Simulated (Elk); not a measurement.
Input and output of a self-consistent single point for Na3Ca (P1, 4 atoms in the cell) (Elk).

Method: PBEsol, all-electron FP-LAPW, Elk's shipped species files, default APW+lo basis run with Elk 10.2.4.

```
CELL_PARAMETERS angstrom
      5.35463     0.00000     0.00000
      0.00000     5.35463     0.00000
      0.00000     0.00000     5.35463
ATOMIC_POSITIONS crystal
  Na 0.00451 0.49751 0.49936
  Na 0.49938 0.00421 0.50437
  Na 0.49663 0.49667 0.99444
  Ca 0.99947 0.00161 0.00183
```

Reference input (self-consistent single point, DFT, LDA (PW92), all-electron FP-LAPW, Elk's shipped species files, default APW+lo basis): stype = 0; swidth = 0.00999582 Ha; ngridk = 4 4 4; maxscl = 100. This run's input differs from it in these lines:

```diff
@@ -2,2 +2,5 @@
   0
+
+xctype
+  22
```

The program printed (abridged):

```
│ Self-consistent loop started │
│ Loop number : 1 │
 total energy                :     -1166.61117800
│ Loop number : 2 │
 total energy                :     -1166.60189333
RMS change in Kohn-Sham potential (target) :   0.8537984499     (  0.1000000000E-05)
Absolute change in total energy (target)   :   0.9284667375E-02 (  0.1000000000E-03)
│ Loop number : 3 │
 total energy                :     -1166.15895002
RMS change in Kohn-Sham potential (target) :   0.4322665811     (  0.1000000000E-05)
Absolute change in total energy (target)   :   0.4452644797     (  0.1000000000E-03)
│ Loop number : 4 │
   [... lines left out ...]
Absolute change in total energy (target)   :   0.8298282253E-03 (  0.1000000000E-03)
│ Loop number : 11 │
 total energy                :     -1165.75155169
RMS change in Kohn-Sham potential (target) :   0.1863425712E-05 (  0.1000000000E-05)
Absolute change in total energy (target)   :   0.3527380527E-03 (  0.1000000000E-03)
│ Loop number : 12 │
 total energy                :     -1165.75154666
RMS change in Kohn-Sham potential (target) :   0.3877281184E-06 (  0.1000000000E-05)
Absolute change in total energy (target)   :   0.9321522271E-04 (  0.1000000000E-03)
Convergence targets achieved

│ Loop number : 13 │

Energies :
 Fermi                       :     0.369085702831E-01
 total energy                :     -1165.75154824

Density of states at Fermi energy :    63.32757299
 (states/Hartree/unit cell)

Estimated indirect band gap :   0.4688153960E-02
 from k-point     62 to k-point     32
Estimated direct band gap   :   0.4703190991E-02
 at k-point     62

Charges :
 core                        :    16.00000000
 valence                     :    37.00000000
 interstitial                :    4.778109748
 muffin-tins (core leakage)
  species :    1 (Na)
   atom    1                 :    10.05227167     ( -0.4440892099E-15)
   atom    2                 :    10.05229059     (  0.6661338148E-15)
   atom    3                 :    10.05230193     (  0.2220446049E-15)
  species :    2 (Ca)
   atom    1                 :    18.06502606     (  0.1954366446E-07)
 total in muffin-tins        :    48.22189025
 total calculated charge     :    53.00521839
 total charge                :    53.00000000
 error                       :   0.5218390947E-02

│ Self-consistent loop stopped │
```

The run converged in 13 iterations. The count includes the last loop, which Elk runs after its targets are met. 

The starting cell comes from a database of computed structures (which also holds hypothetical and non-ambient phases and stackings), without a prior relaxation at this level. Its atoms were displaced at random from the sites of space group no. 221. Values depend on the basis (sphere radii, cutoffs, local orbitals), which need not be converged. The log's line on a gap gives a spacing of levels on this mesh, which the program prints for metals too.

Cost on one core of a shared machine: roughly 2 min.
